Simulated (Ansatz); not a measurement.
CO, treated with r²SCAN (Ansatz, a first-principles code, PAW).

Settings: plane-wave cutoff 600 eV, 8×8×8 k mesh, Fermi–Dirac smearing 0.03 eV, scalar-relativistic PAW data made under PBE.

Starting structure:

```xyz
8
Lattice="5.6300 0.0000 0.0000 0.0000 5.6300 0.0000 0.0000 0.0000 5.6300" Properties=species:S:1:pos:R:3 pbc="T T T"
C      5.3935     5.3935     5.3935
C      2.5785     3.0515     0.2365
C      0.2365     2.5785     3.0515
C      3.0515     0.2365     2.5785
O      0.3772     0.3772     0.3772
O      3.1922     2.4378     5.2528
O      5.2528     3.1922     2.4378
O      2.4378     5.2528     3.1922
```

**Question.** Into what structure does the relaxation of cell and atoms lead at this level, with the symmetry of the start kept?

**Answer.** The volume increases by 3.3 %; final space group P2_13.
```xyz
8
Lattice="5.6906 0.0000 0.0000 0.0000 5.6906 0.0000 0.0000 0.0000 5.6906" Properties=species:S:1:pos:R:3 pbc="T T T"
C      5.4944     5.4944     5.4944
C      2.6491     3.0415     0.1962
C      0.1962     2.6491     3.0415
C      3.0415     0.1962     2.6491
O      0.4541     0.4541     0.4541
O      3.2994     2.3912     5.2366
O      5.2366     3.2994     2.3912
O      2.3912     5.2366     3.2994
```

Note: the cell comes from a level without a dispersion term, which matters for the spacing of layers, chains or molecules.
